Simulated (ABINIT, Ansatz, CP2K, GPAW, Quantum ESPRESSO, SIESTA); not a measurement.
One structure in several programs: InPd (Pm-3m, 2 atoms in the cell)

Self-consistent single point.

```
CELL_PARAMETERS angstrom
      3.33110     0.00000     0.00000
      0.00000     3.33110     0.00000
      0.00000     0.00000     3.33110
ATOMIC_POSITIONS crystal
  In 0.00000 0.00000 0.00000
  Pd 0.50000 0.50000 0.50000
```

Shared settings, as Ansatz (a quantum-chemistry and plane-wave program) writes them: kpoints.mp_grid.grid = 10 10 10; scf.occupations.method = gaussian; scf.occupations.width = 0.02 Ry. Potentials and cutoffs stand in the table.

| code | model | pressure (GPa) | cutoff |
|---|---|---|---|
| GPAW | PBEsol, GPAW PAW datasets PBEsol (made by gpaw-setup) | -8.56 | 550 eV |
| Ansatz | PBEsol, default PAW files made with PBE | -8.28 | 30.9 Ry |
| CP2K | PBEsol, GPW, TZVP-MOLOPT-SR-GTH basis, GTH-PBE potentials (GTH_POTENTIALS) | -7.13 | grid 500 Ry |
| Quantum ESPRESSO | PBEsol, SSSP 1.1.2 efficiency (PBE) pseudopotentials | -8.37 | 60 Ry |
| ABINIT | PBEsol, PAW (JTH v2.0 PBE PAW, files made for PBE) | -8.26 | 653 eV |
| SIESTA | GGA PBEsol, numerical atomic orbitals DZP, PseudoDojo PBEsol standard norm-conserving potentials (rewritten from UPF to PSML) | -8.12 | grid 300 Ry |

On Ansatz's run: spin polarisation is off.

The spread over the programs that give each value: pressure within 1.43 GPa.

CP2K and SIESTA use small atom-centred bases, whose incompleteness enters pressures, forces and empty levels differently from a plane-wave cutoff. Ansatz's pressure is given at a fixed set of plane waves, as the other plane-wave codes print theirs; with its correction for the finite basis it is -8.22 GPa. In the pressure, CP2K (by 1.20) lies more than 1 GPa from the median of the plane-wave programs.

The starting cell comes from a database of computed structures (which also holds hypothetical and non-ambient phases and stackings), without a prior relaxation at this level. Its lattice was rescaled by a random factor within 2.5 % of one.

Left out of this page: Elk and FLEUR (not drawn, or without a comparable value).

Keys are those of Ansatz 0.2.
